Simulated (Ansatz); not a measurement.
## Ge: response to strain

Start from Ge in the diamond structure (space group Fd-3m, No. 227; a = 5.6744 Å). Axes: x, y, z lie along the cube axes.

Strains are applied to the cell and any free atomic positions relax; under biaxial strain the out-of-plane vector relaxes too.

Computed with Ansatz (an electronic-structure program) r2SCAN, without spin-orbit coupling.

Notes on the quantities. energy relative to the base: free energy F; pressure: mean of the normal stresses, compression positive.

| case | energy relative to the base | band gap | pressure | volume per atom |
|---|---|---|---|---|
| base | 0 meV/atom | 0.36 eV | 0.01 GPa | 22.84 Å³ |
| biaxial strain +0.83 %, plane normal [111], relaxed out of plane | +1.7 meV/atom | 0.16 eV | -0.94 GPa | 23.16 Å³ |
| biaxial strain +1.25 %, plane normal [111], relaxed out of plane | +3.8 meV/atom | 0.06 eV | -1.38 GPa | 23.32 Å³ |
| biaxial strain +1.67 %, plane normal [111], relaxed out of plane | +6.7 meV/atom | zero | -1.8 GPa | 23.48 Å³ |
| biaxial strain +2.08 %, plane normal [111], relaxed out of plane | +10 meV/atom | zero | -2.2 GPa | 23.64 Å³ |
| biaxial strain +2.50 %, plane normal [111], relaxed out of plane | +14 meV/atom | zero | -2.5 GPa | 23.80 Å³ |

The mesh was chosen for an insulator and is coarse for the gapless case. No phonon test of stability was made. Gaps under 0.05 eV, about the width of the smearing, are given as zero. A zero or small gap of Ge under biaxial strain +0.83 %, plane normal [111], relaxed out of plane, Ge under biaxial strain +1.25 %, plane normal [111], relaxed out of plane, Ge under biaxial strain +1.67 %, plane normal [111], relaxed out of plane and Ge under biaxial strain +2.08 %, plane normal [111], relaxed out of plane can be the functional's error rather than a property of the material.
